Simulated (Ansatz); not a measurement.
Given:

```
SrTiO3
1.0
    4.11789     0.00000     0.00000
    0.00000     4.11789     0.00000
    0.00000     0.00000     4.11789
Sr Ti O
1 1 3
Direct
  0.00000   0.00000   0.00000
  0.50000   0.50000   0.50000
  0.00000   0.50000   0.50000
  0.50000   0.50000   0.00000
  0.50000   0.00000   0.50000
```

No spin polarisation.

Computed with PBEsol (Ansatz, a first-principles code; PAW; 420 eV plane waves; no spin-orbit coupling), earlier PAW set. Γ-centred 9×9×9 mesh, Fermi–Dirac width 0.05 eV.

**Question.** Predict the pressure, gap character and space group.

**Answer.** Pressure: -21.70 GPa
Gap character: indirect, R → Γ
Space group: Pm-3m (No. 221)

The cells carry an imposed strain or load. Whether these cells are dynamically stable was not tested. The final runs are not spin-polarised. The cell was made from SrTiO3 in the cubic perovskite structure (space group Pm-3m, No. 221) by this change: isotropic strain +5.82 %. Many cubic perovskites are stable only at high temperature; tilts and polar distortions were not tested.
